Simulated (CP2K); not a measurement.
Input and output of a self-consistent single point for Sr (Fm-3m, 1 atom in the cell) (CP2K).

Level of theory: PBE, GPW, DZVP-MOLOPT-SR-GTH basis, GTH-PBE potentials (GTH_POTENTIALS) in CP2K.

The change in words: lattice scaled by 0.985. Reference geometry:
```
CELL_PARAMETERS angstrom
      4.19964     0.00000     0.00000
      2.09982     3.63700     0.00000
      2.09982     1.21233     3.42899
ATOMIC_POSITIONS crystal
  Sr 0.00000 0.00000 0.00000
```

Reference input (self-consistent single point, DFT PBE, GPW, DZVP-MOLOPT-SR-GTH basis, GTH-PBE potentials (GTH_POTENTIALS)): CUTOFF = 500 Ry; REL_CUTOFF = 50 Ry; SMEAR/METHOD = GAUSSIAN; SIGMA = 0.1 eV; KPOINTS/SCHEME = MONKHORST-PACK 8 8 8; GAMMA_CENTERED = T; XC_FUNCTIONAL = PBE; Sr/BASIS_SET = DZVP-MOLOPT-SR-GTH; Sr/POTENTIAL = GTH-PBE-q10; METHOD = GPW; EPS_DEFAULT = 1e-10; NGRIDS = 5. This run's input differs from it in these lines:

```diff
@@ -63,5 +63,5 @@
     &CELL
-      A 4.19964300 0.00000000 0.00000000
-      B 2.09982100 3.63699700 0.00000000
-      C 2.09982100 1.21233200 3.42899400
+      A 4.13664800 0.00000000 0.00000000
+      B 2.06832400 3.58244200 0.00000000
+      C 2.06832400 1.19414700 3.37755900
       PERIODIC XYZ
```

Output, abridged:

```
 SCF WAVEFUNCTION OPTIMIZATION

  Step     Update method      Time    Convergence         Total energy    Change
     1 NoMix/Diag. 0.20E+00      -     1.46624384       -30.8283302227 -3.08E+01
     2 Broy./Diag. 0.20E+00      -     0.00204650       -30.6711736474  1.57E-01
     3 Broy./Diag. 0.20E+00      -     0.00844671       -30.7163758775 -4.52E-02
     4 Broy./Diag. 0.20E+00      -     0.00074416       -30.7304068717 -1.40E-02
     5 Broy./Diag. 0.20E+00      -     0.00096484       -30.7238303073  6.58E-03
     6 Broy./Diag. 0.20E+00      -     0.00003246       -30.7222094156  1.62E-03
     7 Broy./Diag. 0.20E+00      -     0.00004012       -30.7226973255 -4.88E-04
     8 Broy./Diag. 0.20E+00      -     0.00000036       -30.7227628664 -6.55E-05
  *** SCF run converged in     8 steps ***

  Overlap energy of the core charge distribution:               0.00000000000000
  Self energy of the core charge distribution:                -58.76974828622462
  Core Hamiltonian energy:                                     12.88455005448122
  Hartree energy:                                              19.49515120770890
  Exchange-correlation energy:                                 -4.33255269258885
  Smearing free energy correction:                             -0.00016314975147
  Fermi energy:                                                 0.17570704768867

  Total energy:                                               -30.72276286644173
  Total energy (extrapolated to sigma->0):                    -30.72268129156600

   [... lines left out ...]

 STRESS| Analytical stress tensor [bar]
 STRESS|                        x                   y                   z
 STRESS|      x        1.57643382436E+04   1.13095615948E-01   7.99707517409E-02
 STRESS|      y        1.13095615948E-01   1.57642139222E+04   5.03325460741E-02
 STRESS|      z        7.99707517409E-02   5.03325460741E-02   1.57641626119E+04
 STRESS| 1/3 Trace                                             1.57642382592E+04
```

The run converged in 8 iterations. Against the reference run the free energy rises by 17.7 meV/atom and the pressure goes from 0.89 to 1.58 GPa.

The starting cell comes from a database of computed structures (which also holds hypothetical and non-ambient phases and stackings), without a prior relaxation at this level. Its lattice was rescaled by a random factor within 2.5 % of one. For this run, on top of that: lattice scaled by 0.985. Values carry the incompleteness of an atom-centred basis.
